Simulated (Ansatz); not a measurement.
A periodic model of amorphous silicon carbide (Si$_{24}$C$_{40}$):

```
C5Si3
1.0
    8.60856     0.00000     0.00000
    0.00000     8.60856     0.00000
    0.00000     0.00000     8.60856
Si C
24 40
Direct
  0.71567   0.51098   0.40486
  0.42013   0.20800   0.96185
  0.52631   0.41751   0.10328
  0.32008   0.17713   0.46210
  0.80052   0.97794   0.27742
  0.41916   0.74713   0.01387
  0.41988   0.77257   0.55657
  0.19486   0.84797   0.33444
  0.19493   0.49582   0.18340
  0.61601   0.23500   0.38333
  0.20649   0.79902   0.70309
  0.58290   0.61236   0.67859
  0.07700   0.59852   0.88717
  0.95575   0.67744   0.58016
  0.11746   0.11898   0.16970
  0.62208   0.92757   0.88454
  0.64189   0.07876   0.67947
  0.15898   0.37083   0.66343
  0.75967   0.65483   0.95312
  0.90222   0.93704   0.87528
  0.23366   0.04823   0.80353
  0.01115   0.04821   0.54956
  0.85395   0.30537   0.71070
  0.46617   0.00289   0.18834
  0.74029   0.68210   0.52805
  0.90468   0.64861   0.18476
  0.79237   0.32534   0.48935
  0.08112   0.30569   0.96201
  0.57517   0.72013   0.86661
  0.20321   0.19154   0.95831
  0.18450   0.16090   0.62140
  0.90124   0.26883   0.36298
  0.55588   0.27454   0.79463
  0.05501   0.32453   0.13204
  0.64733   0.11059   0.21338
  0.51998   0.09095   0.50984
  0.10561   0.51458   0.51793
  0.48633   0.77744   0.22323
  0.28652   0.51795   0.89179
  0.69802   0.35758   0.85174
  0.28338   0.04831   0.29257
  0.43397   0.98846   0.97380
  0.93386   0.37076   0.24234
  0.37576   0.53502   0.36349
  0.07522   0.84571   0.52173
  0.77892   0.76256   0.15546
  0.33700   0.44769   0.76013
  0.05975   0.65479   0.10899
  0.37354   0.71047   0.34372
  0.03620   0.94803   0.05879
  0.86318   0.51664   0.25814
  0.91875   0.72198   0.80860
  0.56477   0.92236   0.50948
  0.23592   0.45878   0.41987
  0.49391   0.40949   0.71454
  0.02006   0.39088   0.82735
  0.51980   0.44190   0.32193
  0.35633   0.54125   0.04188
  0.10406   0.82112   0.13174
  0.70444   0.44698   0.98272
  0.86593   0.08584   0.70530
  0.69281   0.83080   0.42522
  0.95975   0.11108   0.35290
  0.64833   0.77112   0.26227
```

Methods: PBE, scalar-relativistic without spin-orbit coupling (Ansatz, an electronic-structure program); r2SCAN, scalar-relativistic without spin-orbit coupling (Ansatz). Neutral PBE cell, which sets geometry, pressure and energy: sampling: a 2×2×2 Γ-centred mesh; Fermi-Dirac width 0.05 eV; no spin polarisation.

The cell was made by melting and quenching with the CHGNet potential and then relaxed with DFT. The hot cell started wider than the set density and was brought back towards it in steps. It is the lowest in DFT energy of 2 quenches. It is a model cell: composition and starting density were chosen by hand, and all elements were melted together. No dispersion term was used. A short ab initio anneal came between quench and relaxation. Its density started from a set value of 3.00 and ended at 3.00 g/cm³. The quench (nominally 430 K/ps over its main leg) was far faster than any real one, so the model tends to hold more defects than a real film. One small periodic cell is one sample of the glass; other quenches scatter about these values. The volume was held where the preparation left it.

Task: Give the pressure, the energy against reference phases and the spacing of the highest filled and lowest empty levels.

Result: 
The pressure on a 2×2×2 Γ-centred mesh comes out as 8.08 GPa and the largest force and stress component on that mesh (the relaxation ran on one k-point at (1/4, 1/4, 1/4)) comes out as 0.38 eV/Å and 11.9 GPa. The energy relative to 6H silicon carbide + graphite (lowest mix at this level among the phases computed, not always the ambient ones) is 0.767 eV/atom and the gap on a 2×2×2 Γ-centred mesh (PBE) is 0.15 eV. The gap at the zone centre (PBE) is 0.17 eV. The level spacing at the Fermi energy at the zone centre (r2SCAN, a state with unpaired spins) comes out as 0.29 eV and the distance between the nearest levels spread over more than a fifth of the atoms or a third of the atoms of their main element (six at least) (PBE, zone centre) is 0.17 eV.

Task: At PBE and the zone centre, how localised are the states just below and above the Fermi level (participation number: the atoms over which a state spreads)?

Result: The highest filled state is spread over 32.3 atoms' worth, largest on C55, with weights by element (charge in smoothed Voronoi cells) C 0.71, Si 0.29. The lowest empty state is spread over 23.8 atoms' worth, largest on C28, with weights by element (charge in smoothed Voronoi cells) C 0.66, Si 0.34.

So small a spacing is near the smearing width and the bands' dispersion over the mesh, so it is a value of this cell and mesh.

Neighbours within Si-Si 2.66 Å, Si-C 2.24 Å, C-C 1.76 Å count as bonded.

A PBE run started with 1 μB on atoms that lack a bond or may hold spare charge lost its moments; other starts weren't tried.
